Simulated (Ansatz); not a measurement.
Worked example: self-consistent single point of Na₂W₄O₁₃ (P-1, 19 atoms in the cell) in Ansatz (a quantum-chemistry and plane-wave program).

Computed with PBEsol-D4, default PAW files made with PBE (plane waves; Ansatz).

```yaml
crystal:
  lattice:
    - [3.85190, 0.00000, 0.00000]
    - [-0.05912, 8.33048, 0.00000]
    - [-1.90648, -0.84400, 8.15762]
  atoms:
    - { symbol: Na, position: [0.71138, 0.68816, 0.42260] }
    - { symbol: Na, position: [0.28862, 0.31184, 0.57740] }
    - { symbol: W, position: [0.95998, 0.63215, 0.82488] }
    - { symbol: W, position: [0.04002, 0.36785, 0.17512] }
    - { symbol: W, position: [0.85209, 0.02410, 0.80307] }
    - { symbol: W, position: [0.14791, 0.97590, 0.19693] }
    - { symbol: O, position: [0.99802, 0.84487, 0.99564] }
    - { symbol: O, position: [0.00198, 0.15513, 0.00436] }
    - { symbol: O, position: [0.60922, 0.98944, 0.18702] }
    - { symbol: O, position: [0.39078, 0.01056, 0.81298] }
    - { symbol: O, position: [0.43481, 0.64321, 0.84198] }
    - { symbol: O, position: [0.56519, 0.35679, 0.15802] }
    - { symbol: O, position: [0.00000, 0.50000, 0.00000] }
    - { symbol: O, position: [0.83677, 0.48910, 0.65274] }
    - { symbol: O, position: [0.16323, 0.51090, 0.34726] }
    - { symbol: O, position: [0.81672, 0.15416, 0.64999] }
    - { symbol: O, position: [0.18328, 0.84584, 0.35001] }
    - { symbol: O, position: [0.15507, 0.18959, 0.31010] }
    - { symbol: O, position: [0.84493, 0.81041, 0.68990] }
```

Reference input (self-consistent single point, DFT, PBEsol, plane waves, default PAW files made with PBE): kpoints.mp_grid.grid = 4 2 2; kpoints.mp_grid.shift = 0.5 0.5 0.5; hamiltonian.xc = pbesol; hamiltonian.pseudopotentials = {kind: paw} (the program's default PAW files); scf.occupations.method = fixed. This run's input differs from it in these lines:

```diff
@@ -32,2 +32,3 @@
   xc: pbesol
+  dispersion: d4
   pseudopotentials:
```

Log, with long lists cut:

```
SCF iter   1: F=—  HF=-51279.520686 eV  |F-HF|=—  |Δ(HF+E_count)|=         —  Δρ=1.67e-2  dr2=7.52e-1  ethr=1.77e-3  ⟨swp⟩=5.0  Hψ=2603  notcnv=0  defer=136
all-band conjugate gradients solve this SCF's bands
preconditioner: auto → Resta (q_TF=auto, 2.492 Å⁻¹)
SCF iter   2: F=—  HF=-51279.410700 eV  |F-HF|=—  |Δ(HF+E_count)|=   1.10e-1  Δρ=7.91e-3  dr2=1.81e-1  ethr=4.95e-4  ⟨swp⟩=2.0  Hψ=1208  notcnv=0  defer=133
   [... lines left out ...]
SCF 1 converged in 11 iterations: F = -51279.380232 eV  dr2 = 2.44e-8
Free energy (F): -51279.380232 eV
Internal energy: -51279.380232 eV  (E = F + TS)
E sigma→0 (E₀):  -51279.380232 eV
Fermi energy:    5.431882 eV
--- Forces (eV/Å), atoms counted from 1 ---
  atom   1  Na    -0.01034037     0.02136772    -0.01806748
  atom   2  Na     0.01034037    -0.02136772     0.01806748
  atom   3  W      0.05862327     0.04690614     0.05089623
  atom   4  W     -0.05862327    -0.04690614    -0.05089623
  atom   5  W     -0.05540615    -0.03564411     0.09352847
  atom   6  W      0.05540615     0.03564411    -0.09352847
  atom   7  O      0.02082820     0.07233194     0.10223071
  atom   8  O     -0.02082820    -0.07233194    -0.10223071
  atom   9  O     -0.10829575    -0.07463327     0.06081722
   [... lines left out ...]
  atom  19  O     -0.00161430     0.03944164     0.23152031
--- Stress (GPa, compression-positive) ---
       -2.253076      -0.012279      -0.014239
       -0.012279      -2.611066       0.046927
       -0.014239       0.046927      -2.368109
  P = ⅓ Tr σ = -2.4108 GPa (-24.108 kbar)
  The stress holds the Pulay correction. Without it, at fixed plane waves, as pw.x and ABINIT print it: P = -3.0432 GPa
```

The run converged in 11 iterations. Against the reference run the pressure goes from -1.43 to -2.41 GPa, the largest force hardly changes (0.311 to 0.320 eV/Å) and the gap on the mesh stays at 2.317 eV.

The starting cell comes from a database of computed structures (which also holds hypothetical and non-ambient phases and stackings), without a prior relaxation at this level. Spin-orbit coupling is off. Ansatz's pressure includes its estimate of the finite-basis (Pulay) stress. Without the estimate this run gives -3.04 GPa. The shifted mesh does not hold Γ, so a gap read on it misses any band edge there.

Keys are those of Ansatz 0.2.
